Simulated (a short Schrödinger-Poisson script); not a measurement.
Structure: single GaAs/Al0.4Ga0.6As quantum well.

| layer | material | thickness (nm) |
|---|---|---|
| 1 | Al0.4Ga0.6As | 20 |
| 2 | GaAs | 8 |
| 3 | Al0.4Ga0.6As | 20 |

Constants are typed, rounded textbook-type inputs, not results; the design itself was drawn at random and stands for no fabricated device. GaAs: direct gap (eV) 1.424, conduction-band edge (eV) 0, electron mass (mₑ) 0.067, heavy-hole mass 0.377, light-hole mass 0.09. Al0.4Ga0.6As: direct gap (eV) 1.923, conduction-band edge (eV) 0.316, electron mass (mₑ) 0.1002, heavy-hole mass 0.417, light-hole mass 0.126.

The valence-band edge of each layer lies one gap below its conduction-band edge. The electron's potential energy rises along the stack by the applied field. Mesh 0.03 nm at interfaces.

Task: Estimate e1 and hh1 for infinitely high walls at zero field, and compare with the finite well.

Result: ħ²π²/(2mL²) gives 87.7 meV for the electron and 15.6 meV for the heavy hole. The finite well gives 44.1 and 10.9 meV, 0.50 and 0.70 of the estimates, as the states reach into the barriers (4 % of e1 lies outside the well).

From a short Schrödinger-Poisson script (our own, NumPy): one-band effective-mass equation with BenDaniel-Duke matching, electrons, heavy and light holes apart, hard walls at the outer ends, one valence edge for both holes (no strain splitting), no charge, excitons, band mixing or non-parabolicity; under a field the levels are quasi-bound states of a box, listed while three quarters of their weight lies within 4 nm of the wells.
